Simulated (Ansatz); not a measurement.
The starting structures come from a database of crystals and need not be the phases stable at ambient conditions.

Inside the gap of an insulator the Bloch states are evanescent, with a wavenumber k + iκ along the transport direction.

Given:

```
CELL_PARAMETERS angstrom
      3.45373     0.00000     0.00000
      0.00000    12.11058     0.00000
      0.00000    -3.92915     5.66975
ATOMIC_POSITIONS crystal
  Pb 0.00000 0.81065 0.81083
  Pb 0.00000 0.18935 0.18917
  Pb 0.00000 0.68935 0.18953
  Pb 0.00000 0.31065 0.81047
  Pb 0.50000 0.50000 0.50000
  Pb 0.50000 0.00000 0.50000
  O  0.00000 0.59090 0.43177
  O  0.00000 0.40910 0.56823
  O  0.00000 0.90910 0.24997
  O  0.00000 0.09090 0.75003
  O  0.50000 0.30821 0.15970
  O  0.50000 0.69179 0.84030
  O  0.50000 0.19179 0.54328
  O  0.50000 0.80821 0.45672
```

Space group of this cell: Pbam. The cell is taken as given.

Transport runs along the normal of the first two printed cell vectors.

The gap is the functional's own. No spin-orbit coupling. Mid-gap values are interpolated on the energy grid.

Problem. Compute, with Ansatz (a first-principles code) with r2SCAN, the band gap and the smallest decay constant κ at mid-gap.

Solution. Gap 1.31 eV on a 10×6×6 mesh; κ = 0.241 1/Å, at (0.000, 0.500) of the in-plane reciprocal vectors. At the zone centre, at the nearest computed energy, the slowest state has κ = 0.33 1/Å.
